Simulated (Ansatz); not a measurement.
For Au5Sn (R32, No. 155, 6 atoms in the cell; start mp-30418), LDA (plane waves, PAW; Ansatz, a first-principles code) gives:

```
Quantity                    Value
-------------------  ------------
lattice constant a        5.029 Å
lattice parameter c      14.304 Å
bulk modulus B0           162 GPa
cohesive energy      4.32 eV/atom
```

Problem. What does r²SCAN in Ansatz (PAW) give for the same quantities?

Solution. 
- lattice constant a: 5.122 Å (grows by 1.8 %)
- lattice parameter c: 14.567 Å (grows by 1.8 %)
- bulk modulus: 130 GPa (falls by 20 %)
- cohesive energy: 3.40 eV/atom (drops by 0.92 eV/atom)

Changes are worked out from the printed values.

Unless a cell is named, each level is at its own relaxed cell (LDA 17.41, r²SCAN 18.39 Å³/atom).

Levels without +SOC leave out spin–orbit coupling, which shifts energies and cells of such heavy elements.

Caveats: the bulk modulus is −V dP/dV from two relaxed cells at ±2 % in volume (LDA, r²SCAN); the relaxation could not lower the start's symmetry, so the cell can be a saddle point above a distorted one (LDA, r²SCAN). Ansatz's density-functional and Hartree–Fock values are scalar-relativistic unless marked +SOC, with PAW data made under PBE.

A start named mp-… is a Materials Project structure, which need not be a measured phase.
